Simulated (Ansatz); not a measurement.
The starting structures come from a database of crystals and need not be the phases stable at ambient conditions.

Inside the gap of an insulator the Bloch states are evanescent, with a wavenumber k + iκ along the transport direction.

Given:

```xyz
4
Lattice="3.6006 0.0000 0.0000 1.8003 7.7568 0.0382 1.8003 0.4026 3.0921" Properties=species:S:1:pos:R:3 pbc="T T T"
Ga     5.4010     1.6144     2.9344
Ga     1.8003     6.5450     0.1960
S      1.8003     2.4203     0.7330
S      5.4010     5.7391     2.3973
```

The cell was relaxed by PBE-D3(BJ); by PBEsol it stands under a pressure of -0.8 GPa.

Transport runs along the normal of the first two printed cell vectors, the (101) plane of the conventional cell.

The gap is the functional's own. No spin-orbit coupling. Mid-gap values are those at the computed energy nearest the middle.

Question: State the band gap and the smallest decay constant κ at mid-gap according to Ansatz (an electronic-structure program) with PBEsol.

Answer: Gap 1.37 eV on a 10×10×10 mesh; κ = 0.149 1/Å, at (0.000, 0.500) of the in-plane reciprocal vectors. At the zone centre the slowest state has κ = 0.22 1/Å.
